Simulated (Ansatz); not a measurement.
System: As (model structure, started from the C4 type, I4₁32, No. 214, 4 atoms in the cell). Method: r²SCAN (PAW; Ansatz, a program for electronic structure).

Numerical settings: plane-wave cutoff 560 eV, 14×14×14 k mesh, Fermi–Dirac smearing 0.05 eV, scalar-relativistic PAW data made under PBE.

Cell (relaxed at this level):

As is taken in the cubic space group I4₁32 (No. 214), Pearson symbol cI8. Lattice parameters: a = 6.8984 Å, b = 6.8984 Å, c = 6.8984 Å, α = 90.00°, β = 90.00°, γ = 90.00°. As on 8a is coordinated by 3 As at 2.439 Å (trigonal planar). (Neighbours: up to the widest gap in distance over summed covalent radii, below 1.35, at either atom.)
(The calculation used a cell of 4 atoms; values per cell refer to that cell.)

Task: Estimate the bulk modulus B0 that the calculation returns.

Result: 
- bulk modulus B0: 32.2 GPa

The run finds no gap.

Note: the bulk modulus is −V dP/dV from two relaxed cells at ±2 % in volume; the relaxation could raise the start's symmetry but not lower it, so the cell can be a saddle point.

Computed values are for the static lattice.

It cost around 8 core-minutes (rough) of CPU time.

A model structure was made by putting elements into a prototype or built by hand; it is no filed structure, need not be a known phase, and can be a saddle point held by its symmetry.
